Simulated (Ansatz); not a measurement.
## Fermi-surface data of CuZn (Pm-3m)

Input:

```yaml
crystal:
  lattice:
    - [2.90869, 0.00000, 0.00000]
    - [0.00000, 2.90869, 0.00000]
    - [0.00000, 0.00000, 2.90869]
  atoms:
    - { symbol: Zn, position: [0.50000, 0.50000, 0.50000] }
    - { symbol: Cu, position: [0.00000, 0.00000, 0.00000] }
```

All values below come from r2SCAN, rigid bands (plane waves, PAW, scalar-relativistic; Ansatz, a program for electronic structure). Condition of this run: functional r2SCAN on the same cell. Cell: cell and atoms relaxed with PBEsol.

```
Item                                                              Result
------------------------------------  ----------------------------------
density of states at the Fermi level  0.466 states/(eV·cell), both spins
bare Sommerfeld coefficient                    0.55 mJ/(mol of atoms·K²)
Drude plasma energy                                               9.9 eV
root-mean-square Fermi velocity                                1.4e6 m/s
resistivity times τ                                     5.0 ×10⁻²² Ω·m·s
```

A metal at this level (no band gap); rigid bands, thermally averaged at 300 K, both spins. Spin-orbit coupling is left out. τ is one relaxation time for all states.
